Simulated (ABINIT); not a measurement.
**σyy against uniaxial strain in diamond-structure C (space group 227): C12 (ABINIT, PBEsol)**

```yaml
crystal:
  lattice:
    - [0.00000, 1.77931, 1.77931]
    - [1.75262, 0.00000, 1.77931]
    - [1.75262, 1.77931, 0.00000]
  atoms:
    - { symbol: C, position: [0.50000, 0.50000, 0.50000] }
    - { symbol: C, position: [0.75000, 0.75000, 0.75000] }
```

Method of the run: PBEsol, norm-conserving pseudopotentials (PseudoDojo nc-sr-04 PBEsol standard) (plane waves; ABINIT). Settings: pseudos = [C.upf]; ecut = 53 Ha; occopt = 3; tsmear = 0.00036749 Ha; ngkpt = 18 18 18; nshiftk = 1; shiftk = 0 0 0; potentials = PseudoDojo nc-sr-04 PBEsol standard; nband = 9; kptopt = 1; nstep = 80; toldfe = 1e-09 Ha. The cell above is the first row's. The rows stretch one cube axis (x) by the strain ε and hold the other two. Stress is positive in tension. In all rows fractional positions and the k mesh are held.

| ε (%) | σyy (GPa) |
|---|---|
| -1.5 | -2.30 |
| -1.0 | -1.48 |
| -0.5 | -0.71 |
| 0.0 | 0.01 |
| 0.5 | 0.69 |
| 1.0 | 1.32 |
| 1.5 | 1.91 |
| 2.0 | ? |

Q: Using a parabola, estimate the missing σyy at ε = 2.0 from the other rows, showing the fit.

A: Least squares gives σyy = 0.012 + 1.4021·ε - 0.0919·ε². Residuals (row less fit): -0.002, 0.002, 0.002, -0.002, 0.000, -0.002, 0.002; standard error 0.002 (degrees of freedom: 4). The slope at ε = 0, 1.4021 GPa per cent, gives C12 ≈ 100 × 1.4021 = 140 GPa, for the static lattice. At the withheld row, σyy = 0.012 + 1.4021 × 2.0 - 0.0919 × 2.0² = 2.449 GPa. The calculation gives 2.46 GPa, 0.011 GPa above the prediction (0.2 % of the range of σyy in the table). The row lies outside the fitted rows, so this is an extrapolation.

Carrying the step between the two nearest rows on in a straight line would have given 2.50, off by 0.04; series whose last step already gives the withheld value aren't shown. The reference cell has the volume at which an earlier scan in this program and functional put its minimum by a fit. The runs keep the symmetry of the cell, so they don't test it for distortions. The unstrained cell stands at a pressure of -0.01 GPa, and the constants belong to that pressure. By symmetry this strain leaves no force on the atoms; the largest in the rows is 0.000 eV/Å. Cutoffs and mesh are single choices, not tested for convergence of this quantity. Series with a scatter that would blur these digits, or in which a gap closes, are not shown. Strain series were run only where this level's volume lies within 10 % of a first guess from the measured size.
